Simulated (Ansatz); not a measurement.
Base system: W in the bcc (W type) structure (space group Im-3m, No. 229; a = 3.184 Å; relaxed with 0.1 eV smearing). Axes: x, y, z lie along the cube axes.

Calculations: DFT with PBE, PAW potentials and a 420 eV plane-wave cutoff in Ansatz (a first-principles code), no spin-orbit coupling.

Modification: every lattice vector is shortened by 2.00 %; the atoms relax in the strained cell.

Predict the stress tensor and what it implies for the stiffness.

Stress of the strained cell less that of the base (GPa, compression positive):
```
   20.8     0.0     0.0
    0.0    20.8     0.0
    0.0     0.0    20.8
```

Then B = −ΔP/(ΔV/V₀) with ΔV/V₀ = -0.0588 gives secant stiffness values (nonlinear terms included at this strain): B ≈ 354 GPa.

As a check, the harmonic strain energy −½ V₀ Δσ:ε is 63 meV/atom; the computed energy rise is 59 meV/atom.

No phonon test of stability was made. All final runs are without spin polarisation.
